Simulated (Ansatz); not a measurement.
# Zr: transverse stress against strain

Zr (hcp, P6_3/mmc, 23.402 Å³/atom at rest, c along z) under a strain ε along c (axis z), the other axes held. PBE in Ansatz, a plane-wave DFT program (PAW, default set), 420 eV, 21×21×11 Γ-centred mesh, Fermi-Dirac smearing 0.10 eV; ions are relaxed within the symmetry of each cell. Stress is positive for a compressed cell.

Here s stands for strain and y for stress xx.

```
strain (%)  stress xx (GPa)
----------  ---------------
-1.50                  1.02
-1.00                  0.67
-0.50                  0.33
0.00                  -0.01
0.50                  -0.33
1.00                  -0.65
1.50                  -0.96
3.00                      ?
```

Q: Using a straight line, estimate the missing y at s = 3.00 from the other rows, showing the fit.

A: Means: s 0, y 0.010. About the means, the sum of products is -4.6200 and the sum of squares of s is 7.0000; the slope is their ratio. Least squares gives y = 0.010 - 0.6600·s. Residuals (row less fit): 0.020, 0.000, -0.010, -0.020, -0.010, 0.000, 0.020; standard error 0.017 (degrees of freedom: 5). The slope gives the elastic constant C13 = 66 ± 0.6 GPa. At the withheld row, y = 0.010 - 0.6600 × 3.0 = -1.970 GPa. The calculation gives -1.87 GPa, 0.100 GPa above the prediction (3.5 % of the range of y in the table). The row lies outside the fitted rows, so this is an extrapolation. From the scatter of the fitted rows alone, a prediction at this place has a standard error of 0.026 GPa, so the miss is 3.8 times that.

One order more, fitted to all 13 runs of the series, follows each within 0.01, so the miss is the next term of a smooth law. In a metal these values are sensitive to mesh and smearing; energies are taken to zero smearing, stresses follow the free energy. Rows are the converged runs of the series near zero and its far end; series whose fitted rows scatter by over a few per cent of the range, as at a crossing or softening among them, aren't shown in this form. Most that stay on the fit to the last digits aren't either.
